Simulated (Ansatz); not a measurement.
Results of LDA (plane waves, PAW; Ansatz, a program for electronic structure) for bcc Eu.

Output (set-up and result lines):

```
Crystal: 1 atoms, lattice volume = 48.105 Å³
Basis set: ecut = 520 eV, 1289 PW (Γ), exchange–correlation on 60×60×60 points (8 copies of the dense FFT grid, shifted against one another)
Bands: 16, of which v1, the nominal top of the filled ones, is band 9 counted from 1 (8 counted from 0)
Symmetry: 48 space group operations
Space group: Im-3m (ITA 229), of the structure as read, at distance tolerance 3.6e-5 Å
k-points: 195 of 5832
Initial density: superposition of atomic densities (chi_scale 0.1, normalization cell)
Functional: x = slater, c = lda
spin=Collinear: Kerker preconditioning applied to the charge; magnetization (m = ρ↑ − ρ↓) channel mixes plain (no charge-response kernel on spin).
SCF 1 converged in 13 iterations: F = -8565.456957 eV  dr2 = 1.05e-11
SCF converged after 13 iterations
Magnetization: 7.2862 μB (12.1431 up, 4.8569 down)
Free energy (F): -8565.456957 eV
Internal energy: -8565.444528 eV  (E = F + TS)
E sigma→0 (E₀):  -8565.450743 eV
Fermi energy:    7.527877 eV
--- Stress (GPa, compression-positive) ---
       -3.500200       0.000000       0.000000
       -0.000000      -3.500200       0.000000
        0.000000       0.000000      -3.500200
  P = ⅓ Tr σ = -3.5002 GPa (-35.002 kbar)
```

Task: Write an input file that could have produced this run (the log leaves some choices open).

Result: This is not unique; one that fits is 
Ansatz 0.2 input:
```yaml
crystal:
  lattice:
    - [-2.2911, 2.2911, 2.2911]
    - [2.2911, -2.2911, 2.2911]
    - [2.2911, 2.2911, -2.2911]
  atoms:
    - { symbol: Eu, position: [0.0, 0.0, 0.0], spin: 7.0 }
basis:
  ecutwfc: 520
  ecutrho_ratio: 4
  xc_grid: 2
kpoints:
  mp_grid: { grid: [18, 18, 18] }
hamiltonian:
  xc: lda
  dispersion: none
  pseudopotentials: { kind: paw }
scf:
  occupations: { method: fermi_dirac, width: 0.05 }
  convergence: { dr2_threshold: 0.0000000001 }
output:
  forces: false
  stress: true
  eigenvalues: true
magnetization:
  spin_polarized: true
```

The PAW data were made under PBE.

The run is spin-polarised with parallel starting moments, which need not be the measured order.

Note: the 4f shell is treated without U or exact exchange, so its levels and filling can be wrong. Note: cell and atoms aren't relaxed at this level (pressure -3.5 GPa).
